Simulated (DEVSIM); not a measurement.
System: GaAs p-i-n diode, at 300 K.

```tsv
layer (left to right)	material	thickness (μm)	Nd (cm⁻³)	Na (cm⁻³)	τn (s)	τp (s)
1	GaAs	0.140	-	1.4e17	4.7e-10	4.7e-10
2	GaAs	7.50	4.4e12	-	4.7e-10	4.7e-10
3	GaAs	0.590	1.2e17	-	4.7e-10	4.7e-10
```

Left contact: ohmic. Right contact: ohmic. Voltage is applied to the left contact. Recombination: SRH at mid-gap. Mobility is μmin + (μ − μmin)/(1 + (N/Nref)^α).

The device is made up for the run: typed textbook-type constants, with dimensions and the other settings drawn at random. Values at 300 K.

| parameter | GaAs |
|---|---|
| gap (eV) | 1.424 |
| affinity (eV) | 4.07 |
| permittivity | 12.9 |
| Nc (cm⁻³) | 4.7e17 |
| Nv (cm⁻³) | 9e18 |
| μn (cm²/Vs) | 8500 |
| μp (cm²/Vs) | 400 |
| μn,min | 500 |
| μp,min | 20 |
| Nref,n | 6e16 |
| Nref,p | 1.5e17 |
| αn | 0.39 |
| αp | 0.38 |

DEVSIM, 1D drift-diffusion, Boltzmann statistics, complete ionisation; no tunnelling, impact ionisation, image-force lowering or self-heating.

The thickness of layer 2 was swept, all else fixed.

| thickness of layer 2 (μm) | dark forward voltage at 1 A/cm² (V) |
|---|---|
| 1.5 | 0.897 |
| 2.6 | 0.875 |
| 4.5 | 0.867 |
| 7.5 | 0.882 |
| 13 | ___ |
| 22 | 1.092 |
| 38 | 1.365 |

Some entries are withheld; supply them.


- 13, dark forward voltage at 1 A/cm² (V): 0.947
